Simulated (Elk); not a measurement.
A self-consistent single point of AlInSb2 (P-4m2, 4 atoms in the cell) with Elk.

Level of theory: PBEsol, all-electron FP-LAPW, Elk's shipped species files, default APW+lo basis (Elk).

The change in words: lattice scaled by 0.98. Reference geometry:
```yaml
crystal:
  lattice:
    - [4.42055, 0.00000, 0.00000]
    - [0.00000, 4.42055, 0.00000]
    - [0.00000, 0.00000, 6.22819]
  atoms:
    - { symbol: Al, position: [0.00000, 0.00000, 0.00000] }
    - { symbol: In, position: [0.50000, 0.50000, 0.50000] }
    - { symbol: Sb, position: [0.00000, 0.50000, 0.23337] }
    - { symbol: Sb, position: [0.50000, 0.00000, 0.76663] }
```

Reference input (self-consistent single point, DFT, PBEsol, all-electron FP-LAPW, Elk's shipped species files, default APW+lo basis): xctype = 22; swidth = 0.000734986 Ha; ngridk = 4 4 3; rmtscf = 0.94; maxscl = 100. This run's input differs from it in these lines:

```diff
@@ -16,5 +16,5 @@
 avec
-    8.3536344894    0.0000000000    0.0000000000
-    0.0000000000    8.3536344894    0.0000000000
-    0.0000000000    0.0000000000   11.7695771316
+    8.1865619130    0.0000000000    0.0000000000
+    0.0000000000    8.1865619130    0.0000000000
+    0.0000000000    0.0000000000   11.5341852866
```

Output, abridged:

```
│ Self-consistent loop started │
│ Loop number : 1 │
 total energy                :     -19093.2303112
│ Loop number : 2 │
 total energy                :     -19093.2401619
RMS change in Kohn-Sham potential (target) :   0.3669447003     (  0.1000000000E-05)
Absolute change in total energy (target)   :   0.9850782750E-02 (  0.1000000000E-03)
│ Loop number : 3 │
 total energy                :     -19092.2584032
RMS change in Kohn-Sham potential (target) :   0.3325832799     (  0.1000000000E-05)
Absolute change in total energy (target)   :   0.9792960816     (  0.1000000000E-03)
│ Loop number : 4 │
   [... lines left out ...]
Absolute change in total energy (target)   :   0.3986914635E-03 (  0.1000000000E-03)
│ Loop number : 14 │
 total energy                :     -19084.7598728
RMS change in Kohn-Sham potential (target) :   0.1334798073E-06 (  0.1000000000E-05)
Absolute change in total energy (target)   :   0.1024231351E-03 (  0.1000000000E-03)
│ Loop number : 15 │
 total energy                :     -19084.7598732
RMS change in Kohn-Sham potential (target) :   0.3355300991E-07 (  0.1000000000E-05)
Absolute change in total energy (target)   :   0.2517435496E-04 (  0.1000000000E-03)
Convergence targets achieved

│ Loop number : 16 │

Energies :
 Fermi                       :     0.202855003141
 total energy                :     -19084.7598719

Density of states at Fermi energy :   0.1481241513E-05
 (states/Hartree/unit cell)

Estimated indirect band gap :   0.2720065828E-01
 from k-point      1 to k-point      6
Estimated direct band gap   :   0.4212085756E-01
 at k-point      1

Charges :
 core                        :    106.0000000
 valence                     :    58.00000000
 interstitial                :    8.327833406
 muffin-tins (core leakage)
  species :    1 (Al)
   atom    1                 :    11.00707085     (  0.9674683115E-03)
  species :    2 (In)
   atom    1                 :    47.13535949     (  0.3199716977E-03)
  species :    3 (Sb)
   atom    1                 :    48.76486813     (  0.1831207368E-02)
   atom    2                 :    48.76486813     (  0.1831207368E-02)
 total in muffin-tins        :    155.6721666
 total calculated charge     :    163.9864540
 total charge                :    164.0000000
 error                       :   0.1354603427E-01

│ Self-consistent loop stopped │
```

The run converged in 16 iterations. The count includes the last loop, which Elk runs after its targets are met. Against the reference run the free energy rises by 46.7 meV/atom and the gap on the mesh goes from 0.755 to 0.740 eV.

The starting cell comes from a database of computed structures (which also holds hypothetical and non-ambient phases and stackings), without a prior relaxation at this level. Its lattice was rescaled by a random factor within 2.5 % of one. For this run, on top of that: lattice scaled by 0.98. Spin-orbit coupling is off. Values depend on the basis (sphere radii, cutoffs, local orbitals), which need not be converged.

Cost on one core of a shared machine: roughly 50 s.
